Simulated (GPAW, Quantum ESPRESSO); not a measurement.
A GPAW input for a self-consistent single point of Mg2ZnO3 (P-3m1, 6 atoms in the cell) (DFT PBEsol, plane waves, GPAW PAW datasets PBEsol (made by gpaw-setup)):

```python
from ase import Atoms
from ase.units import GPa
from gpaw import GPAW, PW, FermiDirac

atoms = Atoms(['Mg', 'Mg', 'Zn', 'O', 'O', 'O'],
              cell=[[3.026024, 0.000000, 0.000000],
                    [-1.513012, 2.620614, 0.000000],
                    [0.000000, 0.000000, 7.386292]],
              positions=[[-0.000002, 1.747077, 4.917793],
                         [1.513014, 0.873537, 2.468499],
                         [0.000000, 0.000000, 0.000000],
                         [-0.000002, 1.747077, 1.275022],
                         [1.513014, 0.873537, 6.111270],
                         [0.000000, 0.000000, 3.693146]],
              pbc=True)

calc = GPAW(mode=PW(900),
            xc='PBEsol',
            kpts={'size': (10, 10, 4), 'gamma': True},
            occupations=FermiDirac(0.0),
            nbands=-6,
            convergence={'density': 1e-05, 'bands': -4},
            symmetry={'symmorphic': False, 'tolerance': 0.0005},
            maxiter=100,
            txt='-')

atoms.calc = calc

energy = atoms.get_potential_energy()
print('Energy (eV):', round(energy, 6))
forces = atoms.get_forces()
print('Forces (eV/Ang):')
print(forces.round(5))
stress = atoms.get_stress()
print('Stress (GPa, Voigt):', (stress / GPa).round(4))
```

Q: Write the same calculation as an input for Quantum ESPRESSO.

A: This is the input that was run; spellings and numerical settings could be chosen otherwise.

```fortran
&control
   calculation = 'scf'
   prefix = 'run'
   outdir = './out'
   pseudo_dir = './'
   tprnfor = .true.
   tstress = .true.
/
&system
   ibrav = 4
   celldm(1) = 5.7183569814
   celldm(3) = 2.440922978754
   nat = 6
   ntyp = 3
   ecutwfc = 50
   ecutrho = 250
   occupations = 'fixed'
   nbnd = 33
/
&electrons
   conv_thr = 1.0d-10
   mixing_beta = 0.7
/
ATOMIC_SPECIES
Mg    24.3050  mg_pbesol_v1.4.uspp.F.UPF
Zn    65.3800  zn_pbesol_v1.uspp.F.UPF
O     15.9990  o_pbesol_v1.2.uspp.F.UPF
ATOMIC_POSITIONS crystal
Mg    0.3333333333    0.6666666667    0.6658000000
Mg    0.6666666667    0.3333333333    0.3342000000
Zn    0.0000000000    0.0000000000    0.0000000000
O     0.3333333333    0.6666666667    0.1726200000
O     0.6666666667    0.3333333333    0.8273800000
O     0.0000000000    0.0000000000    0.5000000000
K_POINTS automatic
10 10 4  0 0 0
```

Basis settings and potentials, where a program has them, do not carry over. This input uses DFT, PBEsol, plane waves, GBRV 1.5 ultrasoft (PBESOL) pseudopotentials.

The starting cell comes from a database of computed structures (which also holds hypothetical and non-ambient phases and stackings), without a prior relaxation at this level. Its lattice was rescaled by a random factor within 2.5 % of one.
